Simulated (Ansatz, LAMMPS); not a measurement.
Ge well of 21 atomic layers along [001] in random Si0.3Ge0.7, interfaces sharp. Cell 17.02 × 17.02 × 68.89 Å, Si144Ge720, 864 atoms. Prepared with Tersoff's 1989 multicomponent potential (SiCGe.tersoff) in LAMMPS: minimisation. 

Basis: localised support functions (accuracy medium) on a full density matrix. k-points: zone centre alone; occupations: Fermi-Dirac, 0.010 eV; spin polarisation not allowed. Spin-orbit coupling is left out.

What gap and bonding does PBE, support functions at accuracy medium on the grid of 370 eV in Ansatz (a program for electronic structure) give?


* **electronic character of the cell**: no gap resolved at this smearing
* **coordination (neighbours within 2.962 Å)**: 100.0 % 4-fold
* **Ge-Ge bonds, mean ± spread**: 2.482 ± 0.006 Å
* **Ge-Si bonds, mean ± spread**: 2.437 ± 0.008 Å
* **Si-Si bonds, mean ± spread**: 2.390 ± 0.007 Å
* **bond angles, mean ± spread**: 109.5° ± 1.1°
* **pressure**: 0.35 GPa
